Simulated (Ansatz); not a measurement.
Consider this model of amorphous In$_{24}$O$_{38}$Ge.

```xyz
63
Lattice="9.6316 0.0000 0.0000 0.0000 9.6316 0.0000 0.0000 0.0000 9.6316" Properties=species:S:1:pos:R:3 pbc="T T T"
In     0.9219     4.3461     4.8396
In     0.7432     0.8731     6.5815
In     6.9572     1.7939     0.4993
In     5.4178     4.9765     9.0198
In     1.6260     0.8319     3.4053
In     3.8758     1.9975     8.3476
In     3.5662     3.3846     2.5083
In     4.8129     3.7680     5.4711
In     7.2681     9.4393     7.1454
In     6.2335     6.9292     6.0195
In     4.6063     6.5035     2.2931
In     6.9783     7.6479     0.4290
In     4.5865     0.1736     5.0978
In     7.8275     3.6680     7.0094
In     7.2229     4.6970     3.1344
In     1.2662     0.5131     0.1540
In     3.2812     7.7820     8.1534
In     1.5781     4.3607     8.4384
In     0.9475     6.2583     1.4602
In     4.1921     0.1487     1.5074
In     7.9895     1.5907     4.3780
In     0.1457     7.1507     7.3889
In     9.5209     3.0732     1.6189
In     8.7419     7.9490     3.7522
O      9.0944     8.5225     5.8699
O      7.2745     6.5352     4.2924
O      4.7598     2.1782     0.8075
O      3.6510     4.0983     8.2917
O      2.8823     3.8493     4.6116
O      0.0572     4.8260     6.7759
O      4.7145     1.8832     6.4273
O      1.8399     2.3068     1.8220
O      9.0770     1.4967     0.3195
O      4.9513     8.4057     6.7510
O      6.6890     0.0069     5.0240
O      7.5118     2.6350     2.3947
O      7.6321     7.2934     7.8812
O      7.1122     3.4248     5.0272
O      1.6986     2.1692     8.0845
O      1.5983     6.5441     8.9421
O      6.8095     3.4138     8.7852
O      3.4380     0.0764     9.1090
O      1.0971     6.8653     3.8549
O      0.1537     4.6073     0.2856
O      2.9038     5.3613     1.7756
O      0.5582     2.1757     4.8472
O      3.8969     1.2446     3.3856
O      2.2625     6.8037     6.4273
O      2.2951     9.3779     5.2035
O      1.0023     9.0175     8.0458
O      4.7776     6.9267     9.3529
O      6.6397     9.6146     9.1536
O      9.4113     4.6350     3.1065
O      5.1153     4.5702     3.4479
O      6.4135     5.6299     1.2863
O      5.6300     8.3687     1.9949
O      8.3519     1.5908     6.8002
O      2.1339     9.0703     1.8105
O      5.8749     5.0572     6.8125
O      4.0319     7.5296     4.1596
O      9.1761     0.2832     3.2157
O      8.8230     7.4319     1.6152
Ge     2.3980     7.5680     4.8407
```

These are PBE, scalar-relativistic without spin-orbit coupling (plane waves to 420 eV, PAW; Ansatz, a quantum-chemistry and plane-wave program) values and carry that method's errors.

It comes from a melt-quench run on a machine-learned potential (CHGNet), relaxed afterwards by DFT. O atoms were pushed apart under 1.9 Å during the dynamics, to hinder bonds among them. The hot cell started wider than the set density and was brought back towards it in steps. It is the lowest in DFT energy of 2 quenches. It is a model cell: composition and starting density were chosen by hand, and all elements were melted together. No dispersion term was used. Its density started from a set value of 6.39 and ended at 6.39 g/cm³. The simulated quench (nominally 280 K/ps over its main leg) is rapid and tends to freeze in more defects than a deposited or slowly cooled glass has. Values belong to this one cell and scatter from quench to quench. The volume was held where the preparation left it, at a PBE pressure of -0.5 GPa (tension). Stress components on the final sampling reach 1.6 GPa.

Bonds are counted up to In-In 3.12 Å, In-O 2.76 Å, In-Ge 2.88 Å, O-O 1.58 Å, O-Ge 2.23 Å, Ge-Ge 2.81 Å. Two cations that share two anions don't count as bonded, nor two that share one unless they lie closer than In-In 3.04 Å, In-Ge 2.80 Å, Ge-Ge 2.57 Å.

Problem. Give the coordination numbers, mean bond lengths and angles.

Solution. 
| Item | Value |
|---|---|
| Mean coordination of In by anions | 5.50 (1 with 4, 10 with 5, 13 with 6) |
| Mean coordination of O | 3.58 (16 with 3, 22 with 4) |
| Mean coordination of Ge by anions | 4.00 (1 with 4) |
| Mean In-O bond | 2.220 Å (spread 0.130 Å, 132 counted) |
| Mean O-Ge bond | 1.791 Å (spread 0.034 Å, 4 counted) |
| Bond angle at In | mean 104.3°, spread 28.3° |
| Bond angle at O | mean 109.7°, spread 15.5° |
| Bond angle at Ge | mean 109.4°, spread 7.0° |

Problem. List the pairs of like atoms that count as bonded by the rules above.

Solution. There are none by these rules.

Problem. What Bader charges do the atoms carry, from a run on the zone centre alone?

Solution. Means (range): In +1.81 e (+1.75 to +1.87), O -1.20 e (-1.25 to -1.15), Ge +2.27 e (+2.27 to +2.27).
```csv
atom,charge (e)
In1,+1.79
In2,+1.82
In3,+1.82
In4,+1.81
In5,+1.81
In6,+1.80
In7,+1.83
In8,+1.81
In9,+1.77
In10,+1.75
In11,+1.81
In12,+1.83
In13,+1.84
In14,+1.81
In15,+1.87
In16,+1.81
In17,+1.84
In18,+1.80
In19,+1.84
In20,+1.77
In21,+1.81
In22,+1.81
In23,+1.77
In24,+1.84
O25,-1.21
O26,-1.20
O27,-1.21
O28,-1.20
O29,-1.20
O30,-1.20
O31,-1.22
O32,-1.23
O33,-1.18
O34,-1.18
O35,-1.19
O36,-1.21
O37,-1.20
O38,-1.21
O39,-1.23
O40,-1.18
O41,-1.20
O42,-1.20
O43,-1.23
O44,-1.19
O45,-1.20
O46,-1.22
O47,-1.22
O48,-1.23
O49,-1.25
O50,-1.22
O51,-1.19
O52,-1.18
O53,-1.20
O54,-1.20
O55,-1.19
O56,-1.15
O57,-1.22
O58,-1.19
O59,-1.21
O60,-1.23
O61,-1.16
O62,-1.19
Ge63,+2.27
```
